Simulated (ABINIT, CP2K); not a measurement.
An ABINIT input for a self-consistent single point of Te (P3_121, 3 atoms in the cell) (DFT, PBEsol, plane waves, PAW (JTH v2.0 PBE PAW, files made for PBE)):

```
# Te, JTH v2.0 PBE PAW
pp_dirpath "./"
pseudos "Te.GGA_PBE-JTH.xml"
acell 4.5144117257 4.5144117257 6.0023460000 Angstrom
rprim
         0.5000000000   -0.8660254038    0.0000000000
         0.5000000000    0.8660254038    0.0000000000
         0.0000000000    0.0000000000    1.0000000000
natom 3
ntypat 1
znucl 52
typat 1 1 1
xred
         0.0000000000    0.2630000000    0.6666666667
         0.7370000000    0.7370000000   -0.0000000000
         0.2630000000    0.0000000000    0.3333333333
ecut 40 Ry
pawecutdg 80 Ry
pawxcdev 0
ixc -116133
occopt 3
tsmear 0.00183747
nband 14
kptopt 1
ngkpt 5 5 3
nshiftk 1
shiftk 0 0 0
nstep 60
tolvrs 1.0e-11
prtwf 0
prtden 0
enunit 1
```

**Question.** Write the same calculation as an input for CP2K.

**Answer.** One input that does it (others would too):

```
&GLOBAL
  PROJECT scf
  RUN_TYPE ENERGY_FORCE
  PRINT_LEVEL LOW
&END GLOBAL
&FORCE_EVAL
  METHOD Quickstep
  STRESS_TENSOR ANALYTICAL
  &DFT
    BASIS_SET_FILE_NAME BASIS_MOLOPT
    POTENTIAL_FILE_NAME GTH_POTENTIALS
    &QS
      METHOD GPW
      EPS_DEFAULT 1E-10
    &END QS
    &MGRID
      CUTOFF 400
      REL_CUTOFF 40
      NGRIDS 5
    &END MGRID
    &SCF
      SCF_GUESS ATOMIC
      EPS_SCF 1E-6
      MAX_SCF 100
      ADDED_MOS 4
      &DIAGONALIZATION
        ALGORITHM STANDARD
      &END DIAGONALIZATION
      &MIXING
        METHOD BROYDEN_MIXING
        ALPHA 0.2
        NBUFFER 10
        BETA 1
      &END MIXING
      &SMEAR ON
        METHOD FERMI_DIRAC
        ELECTRONIC_TEMPERATURE [K] 580.23
      &END SMEAR
    &END SCF
    &KPOINTS
      SCHEME MONKHORST-PACK 5 5 3
    &END KPOINTS
    &XC
      &XC_FUNCTIONAL
        &PBE
          PARAMETRIZATION PBESOL
        &END PBE
      &END XC_FUNCTIONAL
    &END XC
    &PRINT
      &MO
        EIGENVALUES T
        OCCUPATION_NUMBERS T
        NDIGITS 8
        FILENAME mo
        &EACH
          QS_SCF 0
        &END EACH
        ADD_LAST NUMERIC
      &END MO
      &MULLIKEN OFF
      &END MULLIKEN
    &END PRINT
  &END DFT
  &SUBSYS
    &CELL
      A 4.51441200 0.00000000 0.00000000
      B -2.25720500 3.90959500 0.00000000
      C 0.00000000 0.00000000 6.00234600
      PERIODIC XYZ
    &END CELL
    &COORD
      SCALED
      Te       0.00000000     0.26300000     0.66666667
      Te       0.73700000     0.73700000     0.00000000
      Te       0.26300000     0.00000000     0.33333333
    &END COORD
    &KIND Te
      BASIS_SET DZVP-MOLOPT-SR-GTH-q6
      POTENTIAL GTH-PBE-q6
    &END KIND
  &END SUBSYS
  &PRINT
    &FORCES ON
    &END FORCES
    &STRESS_TENSOR ON
    &END STRESS_TENSOR
  &END PRINT
&END FORCE_EVAL
```

Basis settings and potentials, where a program has them, do not carry over. This input uses DFT PBEsol, GPW, DZVP-MOLOPT-SR-GTH basis, GTH-PBE potentials (GTH_POTENTIALS).

The starting cell has typed, rounded lattice constants, without a prior relaxation at this level. Its lattice was rescaled by a random factor within 2.5 % of one.
